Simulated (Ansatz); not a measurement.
## A computed series for C: pressure series

Start from C in the graphite type structure (space group P6_3/mmc, No. 194; layered, stacked along the Cartesian z axis).

```yaml
crystal:
  lattice:
    - [2.45537, 0.00000, 0.00000]
    - [-1.22769, 2.12641, 0.00000]
    - [0.00000, 0.00000, 6.67102]
  atoms:
    - { symbol: C, position: [0.00000, 0.00000, 0.25000] }
    - { symbol: C, position: [0.00000, 0.00000, 0.75000] }
    - { symbol: C, position: [0.33333, 0.66667, 0.25000] }
    - { symbol: C, position: [0.66667, 0.33333, 0.75000] }
```

Cell and atoms are relaxed at each pressure.

The values are results of Kohn–Sham DFT with the r2SCAN+rVV10 functional, run in Ansatz (a first-principles code) with PAW and 500 eV plane waves, no spin-orbit coupling, not measurements.

Candidates:
(a) pressure 3 GPa
(b) pressure 10 GPa
(c) pressure 0.3 GPa

For the base:

| Property | Value |
|---|---|
| c/a ratio | 2.717 |

Task: Order them by c/a ratio, lowest first.

Result: (b) pressure 10 GPa (2.426), (a) pressure 3 GPa (2.583), (c) pressure 0.3 GPa (2.699)

The mesh was chosen for an insulator and is coarse for the gapless case. Load acts through the strain it causes; cell and atoms are relaxed under it. Whether these cells are dynamically stable was not tested. No other phases were tried under pressure.
